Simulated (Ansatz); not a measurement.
An Ansatz (a quantum-chemistry and plane-wave program) run: Tl with a change (tensor shear ε_xz = +1.71 %); PBEsol in Ansatz (plane waves to 420 eV, PAW, without spin-orbit coupling).

Input:

Ansatz 0.2 input:
```yaml
crystal:
  lattice:
    - [3.4760604381, 0, 0.0594406335]
    - [-1.738030219, 3.0103566445, -0.0297203167]
    - [0.0935628879, 0, 5.4715139125]
  atoms:
    - { symbol: Tl, position: [0.6666666667, 0.3333333333, 0.75] }
    - { symbol: Tl, position: [0.3333333333, 0.6666666667, 0.25] }
basis: { ecutwfc: 420, ecutrho_ratio: 4, xc_grid: 2, fft_grid_basis: typed }
kpoints: { mp_grid: { grid: [19, 19, 11] } }
hamiltonian:
  xc: pbesol
  dispersion: none
  pseudopotentials: { kind: paw }
scf: { occupations: { method: fermi_dirac, width: 0.1 }, convergence: { dr2_threshold: 0.0000000002 } }
relax: { f_tol: 0.005, max_steps: 50 }
output: { forces: true, stress: true }
checkpoint: { write: state.ck, write_every: 1000 }
```

Output:

```
Relaxation: its limit of steps is 50 (relax.max_steps)
WARN ansatz: RAYON_NUM_THREADS=1 ignored (pool sized by the plan → 1); use --threads N
Pseudopotentials: kind: paw
Pseudopotential: Tl, paw, valence charge 13
Functional definition: PBEsol
Crystal: 2 atoms, lattice volume = 57.238 Å³
Basis set: ecut = 420 eV, 1109 PW (Γ), exchange–correlation on 48×48×80 points (8 copies of the dense FFT grid, shifted against one another)
Bands: 17, of which v1, the nominal top of the filled ones, is band 13 counted from 1 (12 counted from 0)
Symmetry: 4 space group operations
Space group: C2/c (ITA 15), of the structure as read, at distance tolerance 3.9e-5 Å
k-points: 1050 of 3971
PAW frozen core: Tl, regenerated for the run's functional, and the local potential with it
Initial density: superposition of atomic densities (neutral atoms: chi_scale 0, normalization atom), corrected by the library's trained network
Initial wavefunctions: pseudopotential atomic-orbital guess
Eigensolver: davidson
Functional: x = pbesol(κ = 0.804, μ = 0.12345679012345678), c = pbesol(β = 0.046)
SCF iter   1: F=—  HF=-22591.369789 eV  |F-HF|=—  |Δ(HF+E_count)|=         —  Δρ=2.63e-3  dr2=4.54e-3  ethr=1.77e-3  ⟨swp⟩=5.8  Hψ=87383  notcnv=0
all-band conjugate gradients solve this SCF's bands
preconditioner: auto → Kerker (q_TF=auto, 2.392 Å⁻¹)
SCF iter   2: F=—  HF=-22591.366399 eV  |F-HF|=—  |Δ(HF+E_count)|=   3.39e-3  Δρ=1.06e-3  dr2=8.93e-4  ethr=1.75e-5  ⟨swp⟩=2.5  Hψ=39584  notcnv=0
SCF iter   3: F=—  HF=-22591.366079 eV  |F-HF|=—  |Δ(HF+E_count)|=   3.21e-4  Δρ=2.95e-4  dr2=6.36e-5  ethr=3.44e-6  ⟨swp⟩=2.0  Hψ=28407  notcnv=0
SCF iter   4: F=—  HF=-22591.366068 eV  |F-HF|=—  |Δ(HF+E_count)|=   1.02e-5  Δρ=8.33e-5  dr2=2.76e-6  ethr=2.45e-7  ⟨swp⟩=2.5  Hψ=31029  notcnv=0
SCF iter   5: F=—  HF=-22591.366068 eV  |F-HF|=—  |Δ(HF+E_count)|=   1.51e-7  Δρ=2.30e-5  dr2=2.07e-7  ethr=1.06e-8  ⟨swp⟩=2.0  Hψ=31485  notcnv=0
SCF iter   6: F=—  HF=-22591.366068 eV  |F-HF|=—  |Δ(HF+E_count)|=   4.39e-8  Δρ=4.11e-6  dr2=7.93e-9  ethr=7.96e-10  ⟨swp⟩=2.0  Hψ=29665  notcnv=0
SCF iter   7: F=—  HF=-22591.366068 eV  |F-HF|=—  |Δ(HF+E_count)|=  7.75e-10  Δρ=5.99e-7  dr2=2.27e-10  ethr=3.05e-11  ⟨swp⟩=2.0  Hψ=31501  notcnv=0
SCF iter   8: F=-22591.366068 eV  HF=-22591.366068 eV  |F-HF|=3.64e-12  |Δ(HF+E_count)|=  2.18e-11  Δρ=1.07e-7  dr2=7.67e-12  ethr=1.00e-12  ⟨swp⟩=4.0  Hψ=52864  notcnv=0
SCF 1 converged in 8 iterations: F = -22591.366068 eV  dr2 = 7.67e-12
relax step   1: F+E_penalty+E_count = -22591.36606817 eV  Δ(F+E_penalty+E_count) = +0.000e0 eV  max|allowed force component| = 2.520e-3 eV/Å  Δτ_max = 0.0000 Å  (8 SCF iters, accepted)
the relaxation is at rest under the 4 symmetry operations that the run kept from its start: a minimum is not shown …
SCF converged after 8 iterations
Free energy (F): -22591.366068 eV
Harris-Foulkes:  -22591.366068 eV  (|F-HF|=3.64e-12)
Internal energy: -22591.338855 eV  (E = F + TS)
E sigma→0 (E₀):  -22591.352461 eV
Entropy (-TS):   -0.027213 eV (-13.607 meV/atom)
Fermi energy:    10.225298 eV
--- Per-component energies (eV) ---
  E_band       = 12.077771
  E_kinetic    = 667.221292
  E_local      = -1752.566073  (includes V_loc(G=0)·N_el)
  E_nonlocal   = 638.265394
  E_hartree    = 645.434503
  E_xc         = -457.832843
  E_vxc        = -284.757658  (∫ρ·V_xc dr)
  E_paw        = -20034.745028  (= ΣΔE_a)
  E_vpaw       = -546.954266  (= ΣTr[D̂ρ^β])
  E_aug_tail   = 0.000068  (compensation charges beyond the density's cutoff)
  E_ewald      = -2297.192699
  E_core_change = 0.076530  (= ΣΔE_core)
  E_smearing   = -0.027213  (= −TS)
  E_closure    = 0.000000  (closes the sum)
  Σ components = -22591.366068   (vs F -22591.366068, Δ=0.00e0)
  [band-id]    e_kinetic+e_local+e_nonlocal+2·e_hartree+e_vxc+e_vpaw+e_augmentation_tail = 12.077764   (vs E_band 12.077771, Δ=-7.37e-6)
--- Forces (eV/Å), atoms counted from 1 ---
  atom   1  Tl    -0.00000000    -0.00252022    -0.00000000
  atom   2  Tl     0.00000000     0.00252022     0.00000000
  max |Σ_I F_I| component: 0.00e0 eV/Å
--- Stress (GPa, compression-positive) ---
       -0.002741       0.000000      -0.311858
        0.000000       0.026124       0.000000
       -0.311858       0.000000       0.044622
  P = ⅓ Tr σ = 0.0227 GPa (0.227 kbar)
  The stress holds the Pulay correction. Without it, at fixed plane waves, as pw.x and ABINIT print it: P = -0.0180 GPa
  The stress includes an estimate of the error left by incomplete SCF convergence (largest component 0.0000 GPa).
--- Band table ---
  band table: none
--- Relaxed structure (1 steps of the walk, 1 accepted, 0 SCFs on fresh bases) ---
  F+E_penalty+E_count = -22591.36606817 eV   max|allowed force component| = 2.520e-3 eV/Å
  atoms:
    - { symbol: Tl, position: [0.6666666666499999, 0.3333333333, 0.75] }
    - { symbol: Tl, position: [0.33333333335, 0.6666666667000001, 0.25] }
```

The cells carry an imposed strain or load. No phonon test of stability was made. The cell was made from Tl in the hcp (Mg type) structure (space group P6_3/mmc, No. 194) by this change: tensor shear ε_xz = +1.71 %.
